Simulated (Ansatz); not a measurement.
Data:

End structure of a constructed model of the (110) surface of bcc Mo, a layer of Sn in place of the second plane (bottom of the slab: a bare face, its two planes held):

```
CELL_PARAMETERS angstrom
      2.73735     0.00000     0.00000
     -0.91245     2.58080     0.00000
      0.00000     0.00000    27.00000
ATOMIC_POSITIONS crystal
  Mo 0.50000 0.50000 0.29639
  Mo 0.00000 0.00000 0.37916
  Mo 0.50000 0.50000 0.46182
  Mo 0.00000 0.00000 0.54345
  Sn 0.50000 0.50000 0.63394
  Mo 0.00000 0.00000 0.72103
```

Slab: 6 atoms, 11.0 Å thick at the start with caps and adatoms (thin: gaps and levels are the slab's own); k 14x14x1, smearing 0.1 eV, dipole-corrected; 2 atoms held, the rest relaxed; symmetry of the start imposed; no spin, no spin-orbit, no U. In PBE it lies 0.16 eV a 1x1 cell over the lowest computed structure of the same composition (a layer of Sn in place of the third plane).

Problem. What is the computed work function of the top face (Ansatz (a program for electronic structure) with PBE)?

Solution. 5.37 eV
